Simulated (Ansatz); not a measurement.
## GaN: transverse stress against strain

GaN (wurtzite, P6_3mc, 11.371 Å³/atom at rest, c along z) under a strain ε along c (axis z), the other axes held. PBEsol in Ansatz, a plane-wave DFT program (PAW, default set), 420 eV, 12×12×7 Γ-centred mesh, Fermi-Dirac smearing 0.05 eV; ions are relaxed within the symmetry of each cell. Stress is positive for a compressed cell.

Here s stands for strain and y for stress xx.

| strain (%) | stress xx (GPa) |
|---|---|
| -3.00 | ? |
| -1.20 | 1.18 |
| -0.60 | 0.58 |
| 0.00 | 0.00 |
| 0.60 | -0.54 |
| 1.20 | -1.04 |

Taking a straight line for y over the 5 complete rows: Means: s 0, y 0.036. About the means, the sum of products is -3.3360 and the sum of squares of s is 3.6000; the slope is their ratio. Least squares gives y = 0.036 - 0.9267·s. Residuals (row less fit): 0.032, -0.012, -0.036, -0.020, 0.036; standard error 0.037 (degrees of freedom: 3). The slope gives the elastic constant C13 = 93 ± 2.0 GPa.

Q: What does the fit predict for y at s = -3.00, and how far is the calculated value from it?

A: y = 0.036 - 0.9267 × (-3.0) = 2.816 GPa. The calculation gives 3.27 GPa, 0.454 GPa above the prediction (10.5 % of the range of y in the table). The row lies outside the fitted rows, so this is an extrapolation. From the scatter of the fitted rows alone, a prediction at this place has a standard error of 0.072 GPa, so the miss is 6.3 times that.

One order more, fitted to all 11 runs of the series, follows each within 0.01, so the miss is the next term of a smooth law. Rows are the converged runs of the series near zero and its far end; series whose fitted rows scatter by over a few per cent of the range, as at a crossing or softening among them, aren't shown in this form. Most that stay on the fit to the last digits aren't either.
